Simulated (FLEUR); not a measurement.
Band structure of ScV2Ga4 (I4/mmm, 7 atoms in the cell).

```xyz
7
Lattice="-3.2272 3.2272 2.5744 3.2272 -3.2272 2.5744 3.2272 3.2272 -2.5744" Properties=species:S:1:pos:R:3 pbc="T T T"
Sc     0.0000     0.0000     0.0000
V      0.0000     3.2272     1.2872
V      3.2272     0.0000     1.2872
Ga     1.9419     1.9419     0.0000
Ga     1.2853     1.2853     2.5744
Ga     1.2853    -1.2853     2.5744
Ga    -1.2853     1.2853     2.5744
```

Method: LDA (Vosko-Wilk-Nusair), all-electron FLAPW (FLEUR), scalar-relativistic valence.

Settings: Kmax = 3.9 1/bohr; GmaxXC = 11.7 1/bohr; xcFunctional = vwn; jspins = 1; l_soc = F; mode = hist; fermiSmearingEnergy = 0.00183747 Htr; mesh (inpgen div1-3) = 5 5 5; inpgen gamma flag = false; Gmax = 11.7 1/bohr; numbands = 0; maxIterBroyd = 15; imix = Anderson; alpha = 0.05.

The starting cell comes from a database of computed structures (which also holds hypothetical and non-ambient phases and stackings), without a prior relaxation at this level. Spin polarisation is off. Values depend on the basis (sphere radii, cutoffs, local orbitals), which need not be converged.

Levels in eV from the Fermi level, bands 41 to 48:
```
point     41     42     43     44     45    46    47    48
-----  -----  -----  -----  -----  -----  ----  ----  ----
Γ      -1.91  -1.52  -1.25  -0.42  -0.38  0.72  1.00  1.70
X      -1.94  -1.13  -1.09  -0.94  -0.16  0.69  1.25  1.86
M      -1.60  -0.95  -0.71  -0.68   0.70  0.95  1.04  1.04
Z      -2.06  -0.75  -0.58   0.33   0.53  0.91  0.91  1.00
P      -1.15  -0.67  -0.67  -0.48   0.14  0.14  0.51  1.62
N      -1.28  -0.49  -0.49  -0.08   0.42  0.73  0.83  1.22
Z1     -2.06  -0.75  -0.58   0.33   0.53  0.91  0.91  1.00
```
